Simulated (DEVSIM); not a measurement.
# illuminated Si n-on-p cell, one wavelength, with a back-surface field

Structure: illuminated Si n-on-p cell, one wavelength, with a back-surface field, at 300 K.

| layer (left to right) | material | thickness (μm) | Nd (cm⁻³) | Na (cm⁻³) | τn (s) | τp (s) | absorption coefficient (cm⁻¹) |
|---|---|---|---|---|---|---|---|
| 1 | Si | 0.560 | 5.6e17 | - | 4.6e-6 | 8.7e-8 | 1800 |
| 2 | Si | 27.0 | - | 2.7e15 | 2.1e-5 | 2.1e-5 | 1800 |
| 3 | Si | 0.140 | - | 2.4e18 | 2.1e-5 | 2.1e-5 | 1800 |

Left contact: ohmic, minority hole recombination velocity 40 cm/s. Right contact: ohmic, minority electron recombination velocity 1e5 cm/s. Voltage is applied to the left contact. Recombination: SRH at mid-gap, radiative, Auger. Light enters at the left, 2.2e16 photons cm⁻² s⁻¹, one pass, no reflection. Mobility is μmin + (μ − μmin)/(1 + (N/Nref)^α).

The device is made up for the run: typed textbook-type constants, with dimensions and the other settings drawn at random. Values at 300 K.

```tsv
parameter	Si
gap (eV)	1.124
affinity (eV)	4.05
permittivity	11.7
Nc (cm⁻³)	2.86e19
Nv (cm⁻³)	3.1e19
μn (cm²/Vs)	1417
μp (cm²/Vs)	470
μn,min	52
μp,min	45
Nref,n	9.7e16
Nref,p	2.2e17
αn	0.68
αp	0.72
B (cm³/s)	4.7e-15
Cn (cm⁶/s)	2.8e-31
Cp (cm⁶/s)	9.9e-32
```

DEVSIM, 1D drift-diffusion, Boltzmann statistics, complete ionisation; no tunnelling, impact ionisation, image-force lowering or self-heating.

The potential step across the device at zero bias is 0.956 V and the dark forward voltage at 1 A/cm² is 0.723 V. The dark forward voltage at 100 A/cm² is 0.854 V and the short-circuit current comes out as 3.49 mA/cm². The open-circuit voltage is 0.559 V and the fill factor is 0.82. The largest power is 1.59 mW/cm². The share of generated pairs collected at short circuit is 0.997.

Current under light (generator sign):

```tsv
V (V)	J (mA/cm²)
0.00	3.49
0.08	3.49
0.16	3.49
0.24	3.49
0.32	3.49
0.40	3.48
0.42	3.47
0.44	3.45
0.46	3.41
0.48	3.31
0.50	3.11
0.52	2.67
0.54	1.75
0.56	-0.193
```

Dark forward current:

(V (V), J (A/cm²)): (-0.05, -4.2e-10); (-0.10, -1.5e-9); (-0.15, -4.9e-9); (-0.20, -1.6e-8); (-0.25, -6.0e-8); (-0.30, -2.7e-7); (-0.35, -1.4e-6); (-0.40, -8.7e-6); (-0.45, -5.7e-5); (-0.50, -0.00038); (-0.55, -0.0025); (-0.60, -0.015); (-0.65, -0.081); (-0.70, -0.43); (-0.75, -2.6); (-0.80, -15); (-0.85, -87); (-0.90, -430); (-0.95, -1700); (-1.00, -5800)
